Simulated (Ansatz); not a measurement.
Take Al in the fcc (Cu type) structure (space group Fm-3m, No. 225; a = 3.994 Å; relaxed with 0.1 eV smearing) as the base. Axes: x, y, z lie along the cube axes.

Computed with r2SCAN, PAW, 500 eV (Ansatz, a program for electronic structure; spin-orbit coupling left out).

Base values:

| Item | Value |
|---|---|
| Pressure | 0.0 GPa |

One thing is altered: uniaxial strain ε_zz = +3.00 %, all other strain components held at zero, atoms relaxed at fixed cell.

What does the calculation give for the energy relative to the base and pressure after the change?

The energy grows by 5.6 meV/atom; the pressure (mean of the normal stresses, compression positive) goes from zero to -2.5 GPa.

Whether these cells are dynamically stable was not tested.
